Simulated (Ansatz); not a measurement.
Start from CaO in the rock salt structure (space group Fm-3m, No. 225; a = 4.795 Å).

Calculations: DFT with r2SCAN, PAW potentials and a 500 eV plane-wave cutoff in Ansatz (a quantum-chemistry and plane-wave program), no SOC.

For the base:

* **Lattice parameter a**: 4.795 Å
* **Width of the top valence band**: 1.20 eV
* **Gap character**: indirect, Γ → X

One thing is altered: a hydrostatic pressure of 1.8 GPa.

Task: What happens to the lattice parameter a?

Result: The lattice parameter a falls by 0.024 Å to 4.771 Å.

Task: How does this affect the width of the top valence band?

Result: The width of the top valence band goes up by 0.03 eV, from 1.20 eV to 1.23 eV.

Task: What does the calculation give for the gap character after the change?

Result: The gap character remains indirect, Γ → X.

Load acts through the strain it causes; cell and atoms are relaxed under it. Gaps are Kohn–Sham eigenvalue differences; semilocal functionals usually give less than the measured gap. No phonon test of stability was made.
